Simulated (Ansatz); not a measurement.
AlAu in the CsCl type structure (space group Pm-3m, No. 221; a cell from a computed database, its experimental status unchecked)

```cif
data_AlAu
_chemical_formula_sum 'Al1 Au1'
_space_group_name_H-M_alt 'Pm-3m'
_space_group_IT_number 221
_space_group_name_Hall '-P 4 2 3'
_cell_length_a 3.17783
_cell_length_b 3.17783
_cell_length_c 3.17783
_cell_angle_alpha 90.000
_cell_angle_beta 90.000
_cell_angle_gamma 90.000
loop_
_atom_site_label
_atom_site_type_symbol
_atom_site_symmetry_multiplicity
_atom_site_Wyckoff_symbol
_atom_site_fract_x
_atom_site_fract_y
_atom_site_fract_z
_atom_site_occupancy
Al1 Al 1 a 0.00000 0.00000 0.00000 1
Au1 Au 1 b 0.50000 0.50000 0.50000 1
```

Level of theory: Kohn–Sham DFT with the PBEsol functional, run in Ansatz (a quantum-chemistry and plane-wave program) with PAW and 420 eV plane waves, scalar-relativistic without spin-orbit coupling. k-mesh 15×15×15 (Γ-centred); smearing 0.05 eV (Fermi–Dirac).

The volume per atom is 16.05 Å³. The density comes out as 11.59 g/cm³ and the band gap is zero. The total energy is -6766.107 eV/atom (σ→0; compares only within this code and set-up).

Whether these cells are dynamically stable was not tested.
